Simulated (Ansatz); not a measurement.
Structures of equal composition on the (0001) surface of wurtzite ZnO (Zn plane on top): 2x2 Mg adatom at H3; 2x2 Mg adatom at T4. The slabs share one bottom face, and each structure is named by its start. These are constructed structures in small cells; real faces may alloy, dewet or reconstruct in larger ones, and not all known structures of the face are among them. Slabs of about 14 Å, Fermi-Dirac smearing of 0.025 eV. Bottom of the slabs: H caps. Relaxed from the named starts with such symmetry as they have, on meshes of like density; energies extrapolated to zero smearing; spin only where a row says so; no spin-orbit coupling, no U. Brackets mark spin-polarised runs, whose order is one that fits the cell. Where a second, spin-polarised start was run, the lower counts.

These are r2SCAN, at the PBE geometry (plane waves to 500 eV, PAW; Ansatz, a program for electronic structure) values and carry that method's errors.

Put the candidates in order of energy per 1x1 cell, lowest first, for r2SCAN, at the PBE geometry.

2x2 Mg adatom at T4 (0.000 eV, gap 0.30 eV on the mesh), 2x2 Mg adatom at H3 (0.016 eV, a narrow gap of 0.20 eV by band count)
